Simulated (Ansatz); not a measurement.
## Input and output of a self-consistent single point for K2InCuBr6 (Fm-3m, 10 atoms in the cell) (Ansatz)

Computed with r2SCAN, default PAW files made with PBE (plane waves; Ansatz, a program for electronic structure).

This input was run:

Ansatz 0.2 input:
```yaml
# K2InCuBr6
crystal:
  lattice:
    - [0.00000000, 5.39076000, 5.39076000]
    - [5.39076000, 0.00000000, 5.39076000]
    - [5.39076000, 5.39076000, 0.00000000]
  atoms:
    - { symbol: K, position: [0.75000000, 0.75000000, 0.75000000] }
    - { symbol: K, position: [0.25000000, 0.25000000, 0.25000000] }
    - { symbol: In, position: [0.00000000, 0.00000000, 0.00000000] }
    - { symbol: Cu, position: [0.50000000, 0.50000000, 0.50000000] }
    - { symbol: Br, position: [0.74501000, 0.25499000, 0.25499000] }
    - { symbol: Br, position: [0.25499000, 0.74501000, 0.74501000] }
    - { symbol: Br, position: [0.25499000, 0.74501000, 0.25499000] }
    - { symbol: Br, position: [0.74501000, 0.25499000, 0.74501000] }
    - { symbol: Br, position: [0.25499000, 0.25499000, 0.74501000] }
    - { symbol: Br, position: [0.74501000, 0.74501000, 0.25499000] }
basis:
  ecutwfc: 500.0 eV
kpoints:
  mp_grid:
    grid: [3, 3, 3]
hamiltonian:
  xc: r2scan
  pseudopotentials:
    kind: paw
scf:
  occupations:
    method: gaussian
    width: 0.272 eV
output:
  forces: true
  eigenvalues: true
  stress: true
```

The program printed (abridged):

```
WARN ansatz: RAYON_NUM_THREADS=1 ignored (pool sized by the plan → 1); use --threads N
Pseudopotentials: kind: paw
Pseudopotential: K, paw, valence charge 9
Pseudopotential: In, paw, valence charge 13
Pseudopotential: Cu, paw, valence charge 19
Pseudopotential: Br, paw, valence charge 7
Crystal: 10 atoms, lattice volume = 313.314 Å³
Basis set: ecut = 500 eV, 7823 PW (Γ), exchange–correlation on 240×240×240 points (64 copies of the dense FFT grid, shifted against one another)
Bands: 56, of which v1, the nominal top of the filled ones, is band 46 counted from 1 (45 counted from 0)
Symmetry: 48 space group operations
Space group: Fm-3m (ITA 225), of the structure as read, at distance tolerance 6.8e-5 Å
k-points: 4 of 27
PAW frozen core: K, regenerated for the run's functional
PAW frozen core: In, regenerated for the run's functional
PAW frozen core: Cu, regenerated for the run's functional
PAW frozen core: Br, regenerated for the run's functional
Initial density: superposition of atomic densities (neutral atoms: chi_scale 0, normalization atom), corrected by the library's trained network
Initial wavefunctions: pseudopotential atomic-orbital guess
Eigensolver: davidson
Functional: x = r2scan, c = r2scan; τ floored in thin density (d = 2e-4 eV/Å³)
SCF iter   1: F=—  HF=-32097.527195 eV  |F-HF|=—  |Δ(HF+E_count)|=         —  Δρ=1.41e-2  dr2=4.26e-1  dr2_τ=1.79e-2  ethr=1.77e-3  ⟨swp⟩=9.8  Hψ=1031  notcnv=0
all-band conjugate gradients solve this SCF's bands
preconditioner: auto → Resta (q_TF=auto, 2.224 Å⁻¹)
SCF iter   2: F=—  HF=-32097.603524 eV  |F-HF|=—  |Δ(HF+E_count)|=   7.63e-2  Δρ=1.52e-2  dr2=5.31e-1  dr2_τ=3.23e-3  ethr=4.63e-4  ⟨swp⟩=2.0  Hψ=467  notcnv=0  defer=9
SCF iter   3: F=—  HF=-32097.514433 eV  |F-HF|=—  |Δ(HF+E_count)|=   8.91e-2  Δρ=2.80e-3  dr2=2.00e-2  dr2_τ=2.61e-4  ethr=4.63e-4  ⟨swp⟩=2.0  Hψ=455  notcnv=0  defer=8
SCF iter   4: F=—  HF=-32097.513233 eV  |F-HF|=—  |Δ(HF+E_count)|=   1.20e-3  Δρ=1.51e-3  dr2=7.61e-3  dr2_τ=8.23e-5  ethr=2.17e-5  ⟨swp⟩=2.5  Hψ=343  notcnv=0  defer=8
SCF iter   5: F=—  HF=-32097.512694 eV  |F-HF|=—  |Δ(HF+E_count)|=   5.39e-4  Δρ=9.53e-4  dr2=2.77e-3  dr2_τ=1.01e-5  ethr=8.28e-6  ⟨swp⟩=1.0  Hψ=221  notcnv=0  defer=8
SCF iter   6: F=—  HF=-32097.512405 eV  |F-HF|=—  |Δ(HF+E_count)|=   2.90e-4  Δρ=1.22e-4  dr2=8.13e-5  dr2_τ=1.02e-6  ethr=3.01e-6  ⟨swp⟩=2.0  Hψ=231  notcnv=0  defer=8
SCF iter   7: F=—  HF=-32097.512666 eV  |F-HF|=—  |Δ(HF+E_count)|=   2.62e-4  Δρ=2.14e-5  dr2=1.05e-6  dr2_τ=3.72e-8  ethr=8.83e-8  ⟨swp⟩=2.0  Hψ=330  notcnv=0  defer=9
SCF iter   8: F=-32097.512667 eV  HF=-32097.512667 eV  |F-HF|=4.74e-8  |Δ(HF+E_count)|=   4.87e-7  Δρ=4.43e-6  dr2=8.71e-8  dr2_τ=8.05e-9  ethr=1.09e-10  ⟨swp⟩=13.2  Hψ=1506  notcnv=0
SCF 1 converged in 8 iterations: F = -32097.512667 eV  dr2 = 8.71e-8
SCF converged after 8 iterations
Free energy (F): -32097.512667 eV
Harris-Foulkes:  -32097.512667 eV  (|F-HF|=4.74e-8)
Internal energy: -32097.487088 eV  (E = F + TS)
E sigma→0 (E₀):  -32097.499877 eV
Entropy (-TS):   -0.025579 eV (-2.558 meV/atom)
Fermi energy:    3.832358 eV
--- Per-component energies (eV) ---
  E_band       = -1053.258654
  E_kinetic    = 1851.684666
  E_local      = -11083.307722  (includes V_loc(G=0)·N_el)
  E_nonlocal   = 1228.707976
  E_hartree    = 4557.038693
  E_xc         = -2052.407784
  E_vxc        = -1283.696393  (∫ρ·V_xc dr)
  E_paw        = -21079.187185  (= ΣΔE_a)
  E_vpaw       = -953.344970  (= ΣTr[D̂ρ^β])
  E_aug_tail   = 0.000145  (compensation charges beyond the density's cutoff)
  E_vtau       = 72.624666  (kinetic-family band-sum trace: ∫τ·v_τ [+ j·A + Jᵃ·Aᵃ] dr)
  E_ewald      = -5519.338782
  E_core_change = -0.677095  (= ΣΔE_core)
  E_smearing   = -0.025579  (= −TS)
  E_closure    = -0.000000  (closes the sum)
  Σ components = -32097.512667   (vs F -32097.512667, Δ=0.00e0)
--- Forces (eV/Å), atoms counted from 1 ---
  atom   1  K     -0.00000000    -0.00000000    -0.00000000
  atom   2  K     -0.00000000     0.00000000    -0.00000000
  atom   3  In    -0.00000000     0.00000000     0.00000000
  atom   4  Cu     0.00000000    -0.00000000    -0.00000000
  atom   5  Br    -0.17057267     0.00000000     0.00000000
  atom   6  Br     0.17057267     0.00000000     0.00000000
  atom   7  Br     0.00000000    -0.17057267     0.00000000
  atom   8  Br    -0.00000000     0.17057267    -0.00000000
  atom   9  Br    -0.00000000     0.00000000    -0.17057267
  atom  10  Br     0.00000000    -0.00000000     0.17057267
  max |Σ_I F_I| component: 8.27e-17 eV/Å
--- Stress (GPa, compression-positive) ---
       -1.142402       0.000000      -0.000000
        0.000000      -1.142402      -0.000000
       -0.000000      -0.000000      -1.142402
  P = ⅓ Tr σ = -1.1424 GPa (-11.424 kbar)
  The stress holds the Pulay correction. Without it, at fixed plane waves, as pw.x and ABINIT print it: P = -1.1663 GPa
--- Band table (eV) ---
  k-point 0: bands = ["-111.0477", "-66.9261", "-66.9261", "-66.9261", "-27.4733", "-27.4728", "-12.0164", "-12.0164", "-11.8025", "-11.5226", "-11.5226", "-11.5226", "-11.2613", "-11.2613", "-11.2613", "-10.5861", "-10.5861", "-10.1721", [...]
  k-point 1: bands = ["-111.0477", "-66.9261", "-66.9261", "-66.9261", "-27.4731", "-27.4729", "-12.0359", "-12.0359", "-11.6879", "-11.5225", "-11.5225", "-11.5225", "-11.4210", "-11.1907", "-11.1907", "-10.6566", "-10.6566", "-10.1647", [...]
  k-point 2: bands = ["-111.0477", "-66.9261", "-66.9261", "-66.9261", "-27.4732", "-27.4729", "-12.0899", "-12.0153", "-11.6261", "-11.5225", "-11.5225", "-11.5225", "-11.2803", "-11.2803", "-11.2487", "-10.7759", "-10.5832", "-10.1643", [...]
  k-point 3: bands = ["-111.0477", "-66.9261", "-66.9261", "-66.9261", "-27.4730", "-27.4730", "-12.0829", "-12.0355", "-11.5347", "-11.5224", "-11.5224", "-11.5223", "-11.4062", "-11.2793", "-11.2019", "-10.7321", "-10.6524", "-10.1654", [...]
```

The run converged in 8 iterations.

The starting cell comes from a database of computed structures (which also holds hypothetical and non-ambient phases and stackings), without a prior relaxation at this level. Spin polarisation is off, so a magnetic state, if there is one, cannot be reached. Ansatz's pressure includes its estimate of the finite-basis (Pulay) stress. The run gives no clean gap (levels at the Fermi energy touch, overlap or are partly filled at this smearing), which alone does not show that the compound is a metal.
